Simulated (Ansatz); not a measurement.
## Mg2Ge: energy against strain

Mg2Ge (antifluorite, Fm-3m, 20.703 Å³/atom at rest) under an equal strain ε in the (111) plane with the normal axis free, as in a coherent film. LDA in Ansatz, a plane-wave DFT program (PAW, default set), 420 eV, 13×13×13 Γ-centred mesh, Fermi-Dirac smearing 0.05 eV; ions are relaxed within the symmetry of each cell.

Here s stands for strain and y for E less E0.

| strain (%) | E less E0 (meV/atom) |
|---|---|
| -2.50 | ? |
| -1.25 | 2.79 |
| -0.83 | 1.22 |
| -0.42 | 0.31 |
| 0.00 | 0.00 |
| 0.42 | 0.30 |
| 0.83 | 1.16 |
| 1.25 | 2.60 |

The 7 complete rows are fitted with a parabola, y against s. Least squares gives y = 0.001 - 0.0600·s + 1.7245·s². Residuals (row less fit): 0.019, -0.019, -0.020, -0.001, 0.020, 0.021, -0.021; standard error 0.025 (degrees of freedom: 4). Twice the quadratic coefficient over the volume, 2 × 1.7245 meV × 10⁴ × 0.1602 / 20.703 Å³, is twice the biaxial elastic modulus of this plane = 267 ± 2 GPa.

**Question.** What does the fit predict for y at s = -2.50, and how far is the calculated value from it?

**Answer.** y = 0.001 - 0.0600 × (-2.50) + 1.7245 × (-2.50)² = 10.929 meV/atom. The calculation gives 11.50 meV/atom, 0.571 meV/atom above the prediction (5.0 % of the range of y in the table). The row lies outside the fitted rows, so this is an extrapolation. From the scatter of the fitted rows alone, a prediction at this place has a standard error of 0.094 meV/atom, so the miss is 6.1 times that.

One order more, fitted to all 13 runs of the series, follows each within 0.01, so the miss is the next term of a smooth law. This level leaves no gap over 0.05 eV at strain -2.50, -1.25, 1.25, where the mesh may be coarse. Rows are the converged runs of the series near zero and its far end; series whose fitted rows scatter by over a few per cent of the range, as at a crossing or softening among them, aren't shown in this form. Most that stay on the fit to the last digits aren't either.
